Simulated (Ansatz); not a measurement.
A user runs Ansatz (a first-principles code) on Co2C (P6_3/mmc, 6 atoms in the cell) and asks whether the run is sound. The aim is a self-consistent single point with DFT, LDA (PW92), plane waves, default PAW files made with PBE.

Cell that was meant: a = 3.4887 Å, b = 3.4887 Å, c = 4.2746 Å, α = 90.00°, β = 90.00°, γ = 120.00°.

Part of the input:

Ansatz 0.2 input:
```yaml
  spin_polarized: true
scf:
  occupations: { method: methfessel_paxton, width: 0.2 }
  convergence: { dr2_threshold: 1.0e-01 eV }
output:
  forces: true
  eigenvalues: true
```

The program printed (abridged):

```
   [... lines left out ...]
PAW frozen core: Co, regenerated for the run's functional, and the local potential with it
Initial density: superposition of atomic densities (chi_scale 0.1, normalization cell, long waves kept (reshape's long-wave potential 0.00 eV rms))
Starting moments: Σ|m| = 12 μB on 4 of 6 sites
Initial wavefunctions: pseudopotential atomic-orbital guess
Eigensolver: davidson
Functional: x = slater, c = lda
SCF iter   1: F=—  HF=-20728.891763 eV  |F-HF|=—  |Δ(HF+E_count)|=         —  Δρ=4.03e-1 (↑4.03e-1 ↓3.00e-1)  dr2=4.46e0  dr2_m=5.05e1  M=1.511 μB ∫|m|=1.669 μB  β_m=0.30  ethr=3.10e-3  ⟨swp⟩=5.9  Hψ=8482  notcnv=0  defer=2
Mixer restart at iter 1: flushing history
all-band conjugate gradients solve this SCF's bands
preconditioner: auto → Kerker (q_TF=auto, 2.977 Å⁻¹)
   [... lines left out ...]
SCF iter  19: F=—  HF=-20732.596445 eV  |F-HF|=—  |Δ(HF+E_count)|=   5.61e-9  S|Δr|=    0.00e0  Δρ=9.91e-7 (↑5.18e-7 ↓9.91e-7)  dr2=5.56e-10  dr2_m=1.13e-10  M=0.000 μB ∫|m|=0.000 μB  β_m=0.92  ethr=6.51e-11  ⟨swp⟩=1.1  Hψ=2959  notcnv=0
SCF iter  20: F=-20732.596445 eV  HF=-20732.596445 eV  |F-HF|=4.14e-9  |Δ(HF+E_count)|=  1.71e-10  S|Δr|=    0.00e0  Δρ=1.90e-6 (↑1.74e-6 ↓1.90e-6)  dr2=4.76e-9  dr2_m=2.21e-11  M=0.000 μB ∫|m|=0.000 μB  ethr=1.00e-12  ⟨swp⟩=1.0  Hψ=2828  notcnv=0
SCF 1 converged in 20 iterations: F = -20732.596445 eV  dr2 = 4.76e-9
WARN: the starting moments were not kept: the SCF closed with an absolute magnetisation of 4.3e-5 μB, where they sum to 12 μB in size (4 sites) …
   [... lines left out ...]
Absolute magnetization: 0.0000 μB (∫|ρ↑−ρ↓|, with the PAW one-centre terms)
Free energy (F): -20732.596445 eV
Fermi energy:    22.353177 eV
   [... lines left out ...]
   [... zero for the other atoms too ...]
--- Stress (GPa, compression-positive) ---
       11.115870       0.000000       0.000000
        0.000000      11.115870       0.000000
        0.000000       0.000000      47.060168
  P = ⅓ Tr σ = 23.0973 GPa (230.973 kbar)
  The stress holds the Pulay correction. Without it, at fixed plane waves, as pw.x and ABINIT print it: P = 22.6092 GPa
```

Question: Is anything amiss in this input, and did it matter?

Answer: The results can be used. The input holds a convergence threshold that is too loose, which can do harm: a loop that stops early leaves an energy error of second order in the density error, but errors of first order in forces and stress. Here it did none. The run converged in 20 iterations, and against the sound input the free energy stays essentially unchanged (within 1 meV/atom) and the pressure moves little (23.09 to 23.10 GPa).

The sound input it was made from differs as follows (other fixes are possible):
```diff
-  convergence: { dr2_threshold: 1.0e-01 eV }
```

With that input, the run converged in 20 iterations: free energy E − TS (on the zero of these files) -20732.5964 eV; Fermi level (on the code's own zero) 22.35 eV; pressure 23.09 GPa; size of the cell's spin moment 0.00 μB (DFT, LDA (PW92), plane waves, default PAW files made with PBE).

On the sound input: the starting cell was generated: these elements placed on a structure prototype, without a prior relaxation; it need not be a known phase or ordering of this composition. Its lattice was rescaled by a random factor within 2.5 % of one. The starting moments vanished: the run ended non-magnetic, which need not be the lowest state. The program warned that a starting moment was not kept. With a pressure of about 23 GPa the cell is away from its equilibrium volume at this level. Ansatz's pressure includes its estimate of the finite-basis (Pulay) stress.
